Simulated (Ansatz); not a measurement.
Variants of one calculation on SiO2 (P4_2/mnm, 6 atoms in the cell)

```
SiO2
1.0
    4.27000     0.00000     0.00000
    0.00000     4.27000     0.00000
    0.00000     0.00000     2.71692
Si O
2 4
Direct
  0.50000   0.50000   0.50000
  0.00000   0.00000   0.00000
  0.69316   0.69316   0.00000
  0.30684   0.30684   0.00000
  0.80684   0.19316   0.50000
  0.19316   0.80684   0.50000
```

Base run A: PBE0, PAW files made with PBE (Ansatz, an electronic-structure program), self-consistent single point.

Its settings: basis.ecutwfc = 420 eV; kpoints.mp_grid.grid = 5 5 8; hamiltonian.xc = pbe0; hamiltonian.pseudopotentials = {kind: paw} (the program's default PAW files); scf.occupations.method = fixed.

The starting cell comes from a database of computed structures (which also holds hypothetical and non-ambient phases and stackings), without a prior relaxation at this level. Its lattice was rescaled by a random factor within 2.5 % of one. In the base run, with a pressure of about -19 GPa the cell is away from its equilibrium volume at this level. Ansatz's pressure includes its estimate of the finite-basis (Pulay) stress.

ΔF is the free energy per atom less that of run A. A dash stands where there is no value to compare (another energy zero or no entropy term, no result, no spin, no clean gap, or a mesh too coarse for one). Total energies depend on the potentials, the functional and any Hubbard or dispersion term, so they are compared only between runs that share all of them.

Run A gave: pressure (GPa) -18.78; largest force (eV/Å) 0.342; gap on the mesh (eV) 7.395; k-points 30.

Runs:
- B: hamiltonian.xc: pbe0 → pbe [PBE]
- C: hamiltonian.xc: pbe0 → hse06 [HSE06]
- D: kpoints.mp_grid.grid: 5 5 8 → 4 4 6; kpoints.mp_grid.shift: default → 0.5 0.5 0.5
- E: scf.convergence.dr2_threshold: default (1e-07 eV) → 1e-12 eV
- F: scf.mixing.preconditioner: default (the program chose none) → kerker
- G: scf.mixing.algorithm: default (the program chose MSR1) → anderson
- H: scf.exx.singularity: default → gygi_baldereschi

**Question.** What does run C change against A?

**Answer.** The pressure moves little (-18.78 to -18.69 GPa), the largest force hardly changes (0.342 to 0.341 eV/Å) and the gap on the mesh goes from 7.395 to 6.631 eV.

**Question.** What does run B change against A?

**Answer.** The pressure goes from -18.78 to -7.55 GPa, the largest force goes from 0.342 to 0.185 eV/Å and the gap on the mesh goes from 7.395 to 4.593 eV.

```tsv
run	ΔF (meV/atom)	pressure (GPa)	largest force (eV/Å)	gap on the mesh (eV)	k-points
A	0.00	-18.78	0.342	7.395	30
B	–	-7.55	0.185	4.593	30
C	–	-18.69	0.341	6.631	30
D	-0.07	-18.78	0.342	8.504	9
E	0.00	-18.78	0.342	7.395	30
F	0.00	-18.78	0.342	7.395	30
G	0.00	-18.78	0.342	7.395	30
H	–	-18.79	0.341	7.401	30
```

Keys are those of Ansatz 0.2.
